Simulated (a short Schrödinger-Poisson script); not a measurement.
Symmetric double-gate stack, HfO2 on p-type Si(100)

System: symmetric double-gate stack, HfO2 on p-type Si(100), at 300 K.

| layer | material | thickness (nm) | Na (cm⁻³) |
|---|---|---|---|
| 1 | HfO2 | 10.5 | - |
| 2 | Si | 14 | 7e17 |
| 3 | HfO2 | 10.5 | - |

The device is made up for the run: typed textbook-type constants, with dimensions and the other settings drawn at random. HfO2: permittivity 22, conduction-band edge (eV) 1.55, gap (eV) 5.7, electron mass (mₑ) 0.2. Si: permittivity 11.7, conduction-band edge (eV) 0, gap (eV) 1.124, Nv at 300 K (cm⁻³) 3.1e19.

Channel valleys (confinement mass, in-plane density-of-states mass, number): Δ2 0.916, 0.19, 2; Δ4 0.19, 0.417, 4. At the gates, both at one voltage, the conduction-band edge of layer 1 lies 1.53 eV − eVg above the Fermi level of the channel. Gaps are held at their typed values at every temperature. Mesh 0.03 nm at interfaces.

Solved with a short Schrödinger-Poisson script written for these runs: 1D Poisson equation in equilibrium, electrons quantum, Hartree (BenDaniel-Duke, 12 states a valley, the channel's in-plane mass for all, wave functions ending at the dielectric), parabolic valleys, classical holes, full ionisation, no traps, pinning or gate leakage.

| Vg (V) | electrons (cm⁻²) | C (μF/cm²) | Δ2 E0 (meV) | Δ2 E1 (meV) | Δ4 E0 (meV) | Δ4 E1 (meV) |
|---|---|---|---|---|---|---|
| -0.1 | 8.60e10 | 0.441 | 151.8 | 154.2 | 161.2 | 187.1 |
| -0.05 | 3.23e11 | 1.10 | 117.2 | 118.9 | 127.6 | 152.4 |
| 0 | 7.54e11 | 1.63 | 94.2 | 95.1 | 106.8 | 129.8 |
| 0.05 | 1.32e12 | 1.95 | 77.9 | 78.3 | 93.8 | 114.8 |
| 0.1 | 1.96e12 | 2.16 | 65.2 | 65.4 | 85.0 | 104.2 |
| 0.15 | 2.66e12 | 2.32 | 54.7 | 54.8 | 78.6 | 96.1 |
| 0.2 | 3.40e12 | 2.43 | 45.9 | 45.9 | 73.7 | 89.8 |
| 0.25 | 4.17e12 | 2.53 | 38.2 | 38.2 | 69.9 | 84.7 |
| 0.3 | 4.97e12 | 2.60 | 31.4 | 31.4 | 66.7 | 80.5 |
| 0.35 | 5.80e12 | 2.66 | 25.2 | 25.2 | 64.1 | 76.9 |
| 0.4 | 6.64e12 | 2.72 | 19.7 | 19.7 | 61.8 | 73.8 |
| 0.45 | 7.49e12 | 2.76 | 14.5 | 14.5 | 59.8 | 71.1 |
| 0.5 | 8.36e12 | 2.80 | 9.8 | 9.8 | 58.1 | 68.8 |
| 0.55 | 9.24e12 | 2.83 | 5.4 | 5.4 | 56.5 | 66.6 |
| 0.6 | 1.01e13 | 2.86 | 1.2 | 1.2 | 55.1 | 64.7 |
| 0.65 | 1.10e13 | 2.89 | -2.8 | -2.8 | 53.8 | 62.9 |
| 0.7 | 1.19e13 | 2.91 | -6.6 | -6.6 | 52.5 | 61.3 |
| 0.75 | 1.28e13 | 2.93 | -10.2 | -10.2 | 51.4 | 59.8 |
| 0.8 | 1.38e13 | 2.95 | -13.7 | -13.7 | 50.3 | 58.4 |
| 0.85 | 1.47e13 | 2.96 | -17.1 | -17.1 | 49.3 | 57.0 |
| 0.9 | 1.56e13 | 2.98 | -20.3 | -20.3 | 48.4 | 55.8 |

Subbands count from the Fermi level. The capacitance is that of both gates.
